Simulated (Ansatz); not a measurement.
Defect: Y-vacancy pair (Y on one host Hf site, one Hf site vacant) in monoclinic HfO2, charge state -5. Computed with PBE, PAW (plane waves to 420 eV; Ansatz, an electronic-structure program).

96-site cell at the relaxed PBE lattice, the Γ point alone, smearing 0.01 eV, spin-restricted, no finite-size correction. Energies are static. Spin-orbit coupling is left out. The charge state is imposed; whether it is stable for some Fermi level was not computed. Forms of the defect that were not tried may lie lower. The start lies 0.048 eV above the lowest site run (PBE).

Barriers: single points on a 2×2×2 k-point mesh shifted by half a step at the bands' geometries.

Relaxed starting cell (atoms counted from 1):

```
Hf30YO64
1.0
   10.32305     0.00000     0.00000
    0.00000    10.42402     0.00000
   -1.79660     0.00000    10.55307
Y Hf O
1 30 64
Direct
  0.11702   0.23582   0.34073
  0.13730   0.22721   0.85344
  0.13921   0.72896   0.35278
  0.13767   0.72911   0.85166
  0.64706   0.23234   0.34753
  0.64101   0.23014   0.85651
  0.63788   0.72782   0.35060
  0.63815   0.72609   0.85483
  0.36037   0.26973   0.14733
  0.36030   0.27190   0.64407
  0.36345   0.77150   0.14494
  0.36280   0.77397   0.64390
  0.86266   0.27455   0.64358
  0.86116   0.77030   0.14367
  0.86130   0.77191   0.64761
  0.36350   0.47741   0.39533
  0.36168   0.47841   0.89639
  0.36231   0.98441   0.39357
  0.36228   0.97972   0.89557
  0.85645   0.47694   0.39530
  0.86480   0.47121   0.90721
  0.86006   0.97721   0.39407
  0.85903   0.98229   0.89589
  0.13714   0.02410   0.10229
  0.13649   0.02240   0.59993
  0.13405   0.52080   0.10063
  0.13754   0.52156   0.60234
  0.64253   0.02719   0.10278
  0.63855   0.02553   0.60120
  0.64251   0.51233   0.10477
  0.64056   0.52054   0.60635
  0.03494   0.06658   0.42171
  0.03790   0.07383   0.90990
  0.03745   0.57941   0.41836
  0.03750   0.58218   0.91430
  0.53559   0.08750   0.42385
  0.52486   0.09175   0.92375
  0.53459   0.58550   0.42447
  0.52902   0.58965   0.92258
  0.46303   0.41611   0.07502
  0.46926   0.41508   0.57786
  0.46732   0.91603   0.07549
  0.46850   0.91474   0.57523
  0.96652   0.43065   0.07842
  0.96057   0.43201   0.59212
  0.96298   0.91552   0.07451
  0.96160   0.91893   0.58339
  0.46333   0.33145   0.32883
  0.46267   0.33542   0.82444
  0.46794   0.83711   0.32491
  0.46702   0.83734   0.82416
  0.93938   0.32104   0.36373
  0.96380   0.32701   0.83057
  0.96340   0.82890   0.32808
  0.96253   0.82771   0.82910
  0.04521   0.16322   0.15677
  0.03771   0.17306   0.66557
  0.03920   0.67261   0.16972
  0.03791   0.67497   0.66656
  0.53505   0.17027   0.16959
  0.53367   0.16499   0.67424
  0.53359   0.66310   0.17319
  0.53328   0.66545   0.67303
  0.22976   0.37941   0.49462
  0.22318   0.37004   0.98640
  0.22546   0.87168   0.48758
  0.22825   0.86730   0.98486
  0.72195   0.37207   0.49622
  0.70702   0.38158   0.97679
  0.72249   0.87154   0.48720
  0.72192   0.86676   0.98744
  0.27511   0.12937   0.00667
  0.27989   0.12604   0.51434
  0.27699   0.62914   0.00983
  0.27707   0.63287   0.51101
  0.76431   0.11701   0.99422
  0.77771   0.13047   0.51070
  0.77609   0.62890   0.01055
  0.77320   0.63213   0.51232
  0.29117   0.11601   0.25490
  0.27463   0.12185   0.75971
  0.27906   0.62504   0.26388
  0.27554   0.62093   0.75924
  0.76325   0.10623   0.26542
  0.77784   0.12329   0.75496
  0.77950   0.62378   0.25864
  0.77429   0.62002   0.76237
  0.22974   0.38705   0.23528
  0.22179   0.37899   0.73873
  0.22424   0.87810   0.23850
  0.22503   0.87984   0.73572
  0.69947   0.39469   0.25345
  0.72485   0.37646   0.73829
  0.72328   0.87250   0.23422
  0.72338   0.88132   0.73822
```
Cell charge -5.

End state 1 differs by these moves (Å; atoms that move under 0.08 Å are left out):

```json
[
 {"atom": "1", "element": "Y", "Δx": "-2.09", "Δy": "0.31", "Δz": "-1.93"},
 {"atom": "5", "element": "Hf", "Δx": "-0.08", "Δy": "-0.01", "Δz": "0.03"},
 {"atom": "9", "element": "Hf", "Δx": "-0.08", "Δy": "-0.01", "Δz": "0.03"},
 {"atom": "21", "element": "Hf", "Δx": "0.00", "Δy": "0.08", "Δz": "-0.10"},
 {"atom": "25", "element": "Hf", "Δx": "0.00", "Δy": "0.08", "Δz": "-0.10"},
 {"atom": "34", "element": "O", "Δx": "-0.01", "Δy": "0.06", "Δz": "0.06"},
 {"atom": "37", "element": "O", "Δx": "0.07", "Δy": "-0.06", "Δz": "-0.04"},
 {"atom": "41", "element": "O", "Δx": "0.07", "Δy": "-0.06", "Δz": "-0.04"},
 {"atom": "46", "element": "O", "Δx": "-0.01", "Δy": "0.06", "Δz": "0.06"},
 {"atom": "52", "element": "O", "Δx": "0.20", "Δy": "0.17", "Δz": "-0.24"},
 {"atom": "56", "element": "O", "Δx": "0.20", "Δy": "0.17", "Δz": "-0.24"},
 {"atom": "64", "element": "O", "Δx": "0.05", "Δy": "0.05", "Δz": "0.10"},
 {"atom": "69", "element": "O", "Δx": "0.12", "Δy": "-0.07", "Δz": "0.07"},
 {"atom": "73", "element": "O", "Δx": "0.12", "Δy": "-0.07", "Δz": "0.07"},
 {"atom": "76", "element": "O", "Δx": "0.05", "Δy": "0.05", "Δz": "0.10"},
 {"atom": "80", "element": "O", "Δx": "0.12", "Δy": "-0.10", "Δz": "-0.11"},
 {"atom": "84", "element": "O", "Δx": "0.08", "Δy": "0.08", "Δz": "-0.03"},
 {"atom": "88", "element": "O", "Δx": "0.08", "Δy": "0.08", "Δz": "-0.03"},
 {"atom": "92", "element": "O", "Δx": "0.12", "Δy": "-0.10", "Δz": "-0.11"}
]
```

Task: What is the computed forward and backward barriers to end state 1 (PBE, PAW)?

Result: forward 1.35 eV, backward 1.35 eV; at the saddle point atom 1 has neighbours O at 2.04, O at 2.15, O at 2.42, O at 2.46, O at 2.60 Å. The saddle point's order was not checked.
